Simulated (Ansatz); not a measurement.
Band structure of TiCrB₄ (P6/mmm, 6 atoms in the cell).

```xyz
6
Lattice="3.0163 0.0000 0.0000 -1.5082 2.6122 0.0000 0.0000 0.0000 6.1316" Properties=species:S:1:pos:R:3 pbc="T T T"
Ti     0.0000     0.0000     3.0658
Cr     0.0000     0.0000     0.0000
B      0.0000     1.7415     4.6575
B      1.5082     0.8707     1.4741
B      1.5082     0.8707     4.6575
B      0.0000     1.7415     1.4741
```

Method: LDA (PW92), PAW files made with PBE (plane waves; Ansatz, a first-principles code).

Settings: kpoints.mp_grid.grid = 10 10 5; hamiltonian.xc = lda; hamiltonian.pseudopotentials = {kind: paw} (the program's default PAW files); scf.occupations.method = gaussian; scf.occupations.width = 0.136 eV; kpoints.band_path.npoints = 8.

The starting cell comes from a database of computed structures (which also holds hypothetical and non-ambient phases and stackings), without a prior relaxation at this level. Spin polarisation is off.

Levels in eV from the Fermi level, bands 16 to 23:
```json
[
 {"point": "Γ", "16": "-1.68", "17": "-1.68", "18": "-0.97", "19": "-0.97", "20": "-0.53", "21": "-0.53", "22": "1.00", "23": "1.09"},
 {"point": "M", "16": "-3.90", "17": "-3.54", "18": "-3.03", "19": "0.17", "20": "0.25", "21": "0.71", "22": "2.48", "23": "2.74"},
 {"point": "K", "16": "-3.93", "17": "-2.33", "18": "-2.33", "19": "-0.03", "20": "0.23", "21": "0.23", "22": "2.14", "23": "3.18"},
 {"point": "A", "16": "-2.36", "17": "-1.38", "18": "-1.38", "19": "-0.71", "20": "0.32", "21": "0.32", "22": "0.39", "23": "1.34"},
 {"point": "L", "16": "-3.72", "17": "-3.47", "18": "-2.97", "19": "0.25", "20": "0.25", "21": "1.28", "22": "1.84", "23": "2.63"},
 {"point": "H", "16": "-3.55", "17": "-3.08", "18": "-3.08", "19": "0.02", "20": "1.11", "21": "1.11", "22": "1.99", "23": "1.99"}
]
```

Bands cross the Fermi level along this path, so the cell is metallic at this level.

Keys are those of Ansatz 0.2.
